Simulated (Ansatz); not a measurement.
We consider C (model structure, Pn-3m, No. 224, 10 atoms in the cell), described by LDA in Ansatz (PAW).

Settings: plane-wave cutoff 520 eV, 8×8×8 k mesh, Fermi–Dirac smearing 0.01 eV, scalar-relativistic PAW data made under PBE.

Cell (relaxed at this level):

```cif
data_C10
_chemical_formula_sum 'C10'
_space_group_name_H-M_alt 'P 1'
_space_group_IT_number 1
_cell_length_a 4.78046
_cell_length_b 4.78046
_cell_length_c 4.78046
_cell_angle_alpha 90.000
_cell_angle_beta 90.000
_cell_angle_gamma 90.000
loop_
_space_group_symop_operation_xyz
  'x, y, z'
loop_
_atom_site_label
_atom_site_type_symbol
_atom_site_fract_x
_atom_site_fract_y
_atom_site_fract_z
_atom_site_occupancy
C1 C 0.00000 0.00000 0.00000 1
C2 C 0.50000 0.50000 0.50000 1
C3 C 0.17738 0.17738 0.17738 1
C4 C 0.32262 0.32262 0.32262 1
C5 C 0.17738 0.82262 0.82262 1
C6 C 0.32262 0.67738 0.67738 1
C7 C 0.82262 0.17738 0.82262 1
C8 C 0.67738 0.32262 0.67738 1
C9 C 0.82262 0.82262 0.17738 1
C10 C 0.67738 0.67738 0.32262 1
```

Task: Give the computed band gap and direct gap at Γ.

Result: 
- band gap = 4.09 eV (on the SCF k mesh)
- direct gap at Γ = 4.62 eV

Note: the relaxation could raise the start's symmetry but not lower it, so the cell can be a saddle point.

Static lattice: no zero-point or thermal effects.

It cost around 40 core-seconds (rough) of CPU time.

A model structure was made by putting elements into a prototype or built by hand; it is no filed structure, need not be a known phase, and can be a saddle point held by its symmetry.

Ansatz is a quantum-chemistry and plane-wave program.
